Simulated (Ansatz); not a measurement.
Consider ZnGeP₂ in the chalcopyrite structure (space group I-42d, No. 122).

```xyz
8
Lattice="-2.7500 2.7500 5.4226 2.7500 -2.7500 5.4226 2.7500 2.7500 -5.4226" Properties=species:S:1:pos:R:3 pbc="T T T"
Zn     0.0000     2.7500     2.7113
Zn     0.0000     0.0000     0.0000
Ge     2.7500     0.0000     2.7113
Ge     0.0000     0.0000     5.4226
P      1.3750     1.3932    -1.3556
P      1.3750     1.3568     4.0669
P      4.1068     1.3750     1.3556
P     -1.3568     1.3750     6.7782
```

The values are results of plane-wave PAW DFT at the PBE level (Ansatz, a first-principles code, 420 eV), no spin-orbit coupling, earlier PAW set, not measurements.

Before the change:

```
Item         Value
--------  --------
Pressure  0.0 kbar
```

Modification: an isotropic linear strain of −0.84 %; the atoms relax in the strained cell.

**Question.** Estimate the effect on the energy relative to the base and pressure.

**Answer.** The energy grows by 3.1 meV/atom; the pressure (mean of the normal stresses, compression positive) goes from zero to 20.0 kbar.

Stability against distortions was not tested.
